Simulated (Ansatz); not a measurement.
Point-defect migration in hexagonal La2O3

Some mobile defects of hexagonal La2O3. Level of theory: PBE, PAW (plane waves to 420 eV; Ansatz, a first-principles code).

Each figure is the lowest single hop between equivalent sites among the routes that converged and passed our checks, counted from the lowest site run. It need not be the barrier to long-range diffusion, and untried routes may lie lower. Climbing-image NEB, static nuclei, fixed cells, no finite-size correction; on the finer meshes named, energies are single points at the band's geometries. Saddle orders were checked for a part of the study's bands only and are not shown. Vacancies start on their lattice site; split forms were not set up. Charge states are imposed. Spin-orbit coupling is left out.

```tsv
Defect	Route	Hop (Å)	Direction in the unit cell	Neighbours at the saddle	Cell	Barrier (eV)
interstitial O, charge -2	O moves farthest	2.42	(0.33, 0.66, 0.15)	2 La at 2.20, La at 2.76, La at 2.80; O at 2.40, O at 2.76, O at 2.77 Å	90 sites, 2×2×2 shifted along c	0.47
O vacancy, charge +2	a nearby O jumps into the vacancy	2.38	(0.55, 0.27, 0.24)	2 La at 2.21 Å	90 sites, 2×2×2 shifted along c	0.66
La vacancy, charge -3	a nearby La jumps into the vacancy	3.83	(0.69, 0.35, -0.49)	2 O at 2.27, 2 O at 2.54, 2 O at 2.95 Å	90 sites, 2×2×2 shifted along c	1.54
```
